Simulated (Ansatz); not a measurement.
**Lattice constant a of zinc-blende III-V compounds: PBEsol against PBE**

Ansatz (plane waves, PAW); cells keep the symmetry of their structure type. Ansatz (a program for electronic structure) is a plane-wave DFT program; potentials: the later of its two PAW sets. Static lattice, each level relaxed to under 0.1 GPa.

Here x stands for PBE a and y for PBEsol less PBE.

```csv
solid,PBE a (Å),PBEsol less PBE (Å)
BN,3.625,-0.019
AlN,4.403,-0.026
GaN,4.548,-0.050
BAs,4.809,-0.041
AlP,5.508,-0.037
AlAs,5.728,-0.054
GaAs,5.744,-0.086
InP,5.959,?
InAs,6.186,-0.099
```

The 8 complete rows are fitted with a straight line, y against x. With u = x - 5.1, the rows have u = -1.4750, -0.6970, -0.5520, -0.2910, 0.4080, 0.6280, 0.6440, 1.0860. Means: u -0.031125, y -0.0515. About the means, the sum of products is -0.13905 and the sum of squares of u is 5.1980; the slope is their ratio. Least squares gives y = -0.0523 - 0.02675·u. Residuals (row less fit): -0.0062, 0.0077, -0.0125, 0.0035, 0.0262, 0.0151, -0.0165, -0.0176; standard error 0.0171 (degrees of freedom: 6). The slope is -0.0267 with a standard error of 0.0075.

**Question.** What does the fit predict for y at x = 5.959, and how far is the calculated value from it?

**Answer.** u = 0.8590, so y = -0.0523 - 0.02675 × 0.8590 = -0.0753 Å. The calculation gives -0.081 Å, 0.0057 Å below the prediction (7.1 % of the range of y in the table). The row lies between fitted rows. From the scatter of the fitted rows alone, a prediction at this place has a standard error of 0.0194 Å, so the miss is 0.3 times that.

AlN is here a metastable form; wurtzite is the usual one. GaN is here a metastable form; wurtzite is the usual one. The rows are a random draw from the solids of this series computed here; series whose standard error about the line passes 12 to 30 % of the range of y, or with no trend, aren't shown in this form.
